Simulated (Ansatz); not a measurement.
```
CdTe
1.0
    0.00000     3.25656     3.25656
    3.25656     0.00000     3.25656
    3.25656     3.25656     0.00000
Te Cd
1 1
Cartesian
  4.88484   4.88484   4.88484
  0.00000   0.00000   0.00000
```

No spin polarisation.

Computed with r2SCAN in Ansatz (plane waves to 500 eV, PAW, no spin-orbit coupling), earlier PAW set. k-mesh 9×9×9 (Γ-centred); smearing 0.05 eV (Fermi–Dirac).

Task: Predict the gap character, electron mass, hole mass and band gap.

Result: Gap character: direct at Γ
Electron mass: 0.092 mₑ (at Γ)
Hole mass (degenerate bands, along [100]): 0.095, 0.53, 0.53 mₑ (at Γ)
Band gap: 1.23 eV

Spin-orbit coupling, missing from the scalar runs, can matter with Te. Load acts through the strain it causes; cell and atoms are relaxed under it. Masses are band curvatures over ±0.01 Å⁻¹ around the edge. Stability against distortions was not tested. The cell was made from CdTe in the zinc blende structure (space group F-43m, No. 216) by this change: pressure 0.9 GPa.

Ansatz is a quantum-chemistry and plane-wave program.
